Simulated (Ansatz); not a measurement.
# Fermi-surface data of Pd$_{3}$In (Pm-3m)

Here is the system:

```
InPd3
1.0
    3.97007     0.00000     0.00000
    0.00000     3.97007     0.00000
    0.00000     0.00000     3.97007
In Pd
1 3
Direct
  0.00000   0.00000   0.00000
  0.50000   0.50000   0.00000
  0.00000   0.50000   0.50000
  0.50000   0.00000   0.50000
```

Level of theory: PBEsol, rigid bands (plane waves, PAW, scalar-relativistic; Ansatz, a first-principles code). Geometry: cell and atoms relaxed with PBEsol.

```json
{
 "density of states at the Fermi level": "3.32 states/(eV·cell), both spins",
 "bare Sommerfeld coefficient": "1.95 mJ/(mol of atoms·K²)",
 "drude_plasma_energy": "5.3 eV",
 "root-mean-square Fermi velocity": "4.5e5 m/s",
 "resistivity times τ": "17.5 ×10⁻²² Ω·m·s"
}
```

A metal at this level (no band gap); rigid bands, thermally averaged at 300 K, both spins. Spin-orbit coupling is left out. τ is one relaxation time for all states.

Computed structure with no diffraction record at hand here (it may be known, metastable or hypothetical): Pd3In (Pm-3m).
